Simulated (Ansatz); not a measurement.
**CdSe, response to strain**

The parent structure is CdSe in the zinc blende structure (space group F-43m, No. 216).

```
CdSe
1.0
    0.00000     3.00374     3.00374
    3.00374     0.00000     3.00374
    3.00374     3.00374     0.00000
Cd Se
1 1
Direct
  0.00000   0.00000   0.00000
  0.25000   0.25000   0.25000
```

Cartesian axes are those of the cell as printed.

Strains are applied to the cell and any free atomic positions relax.

The values are results of LDA in Ansatz (plane waves to 420 eV, PAW, spin-orbit coupling left out), not measurements.

Notes on the quantities. energy relative to the base: free energy F.

```csv
uniaxial strain ε_zz (%),energy relative to the base (meV/atom)
0,0.0
0.5,0.1
1,0.6
1.5,1.3
2,?
2.5,3.6
3,5.2
```

Problem. Fit ΔE = Aε² + Bε³ (ε in %) to the rows shown and predict the withheld row.

Solution. Least squares on the printed values gives A = 0.577 and B = 0.00024 meV/atom (largest residual 0.0 meV/atom); this predicts 2.3 meV/atom, and the run gives 2.3 meV/atom, in agreement.

Stability against distortions was not tested.

Ansatz is a quantum-chemistry and plane-wave program.
